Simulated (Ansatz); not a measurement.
The reference is GaN in the zinc blende structure (space group F-43m, No. 216; a = 4.4979 Å).

Perturbation: cell and atoms relaxed at a pressure of 0.3 GPa.

Levels (all Ansatz, a quantum-chemistry and plane-wave program, PAW): r2SCAN (500 eV, without spin-orbit coupling); HSE06+SOC (420 eV, with spin-orbit coupling).

The geometry is relaxed with r2SCAN.

* **r2SCAN band gap**: 2.18 eV
* **r2SCAN valence-band top at Γ**: 0.00, 0.00, 0.00 eV

**Question.** What does HSE06+SOC give at this geometry for the band gap and valence-band top at Γ?

**Answer.** The band gap goes up by 0.826 eV to 3.00 eV; the valence-band top at Γ (three highest Kramers pairs, from the VBM) goes from 0.00, 0.00, 0.00 eV to 0.00, 0.00, -0.02 eV. The threefold valence maximum splits by Δso ≈ 21 meV.

Single points use the geometry relaxed with r2SCAN. Their cutoffs differ, which shifts pressures a little. Differences between runs with and without spin-orbit coupling are approximate. Load acts through the strain it causes; cell and atoms are relaxed under it. Stability against distortions was not tested. This is not the structure that GaN has at room temperature and ambient pressure.
